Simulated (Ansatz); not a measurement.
The cell is built on a prototype and need not be the phase stable at ambient conditions.

Inside the gap of an insulator the Bloch states are evanescent, with a wavenumber k + iκ along the transport direction.

```xyz
4
Lattice="3.5722 0.0000 0.0000 -1.7861 3.0936 0.0000 0.0000 0.0000 5.8413" Properties=species:S:1:pos:R:3 pbc="T T T"
Zn     0.0000     0.0000     0.0000
Zn     0.0000     0.0000     2.9207
S      0.0000     2.0624     1.4603
S      1.7861     1.0312     4.3810
```

Space group of this cell: P6_3/mmc, NiAs type. The cell was relaxed by PBE-D3(BJ); by r2SCAN its mean pressure is 1.7 GPa.

Transport runs along the normal of the first two printed cell vectors.

No gap correction and no spin-orbit coupling; mid-gap values are interpolated between computed energies.

Give the band gap and the smallest decay constant κ at mid-gap that r2SCAN run with Ansatz (a quantum-chemistry and plane-wave program) yields.

Gap 0.82 eV on a 12×12×6 mesh; κ = 0.146 1/Å, at (0.333, 0.333) of the in-plane reciprocal vectors. At the zone centre, at the nearest computed energy, the slowest state has κ = 0.17 1/Å.
